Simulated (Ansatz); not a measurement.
The reference is MgSe in the rock salt structure (space group Fm-3m, No. 225; a = 5.473 Å). Axes: x, y, z lie along the cube axes.

The values are results of r2SCAN in Ansatz (plane waves to 500 eV, PAW, scalar-relativistic without spin-orbit coupling), earlier PAW set, not measurements.

For the base:

| Quantity | Result |
|---|---|
| Pressure | 0.00 GPa |
| Valence-band top at Γ | 0.00, 0.00, 0.00 eV |

It is then changed as follows: tensile biaxial strain of 2.61 % in the plane normal to [001], as in epitaxy on a mismatched substrate; the out-of-plane cell vector and the atoms relax.

Q: What happens to the pressure?

A: The pressure (mean of the normal stresses, compression positive) goes from zero to -2.06 GPa.

Q: What happens to the out-of-plane strain?

A: The out-of-plane strain amounts to -1.47 %.

Q: Estimate the effect on the valence-band top at Γ.

A: The valence-band top at Γ (three highest levels, from the VBM) goes from 0.00, 0.00, 0.00 eV to 0.00, 0.00, -0.21 eV.

The levels and masses belong to the bands next to the band gap. Whether these cells are dynamically stable was not tested.

Ansatz is an electronic-structure program.
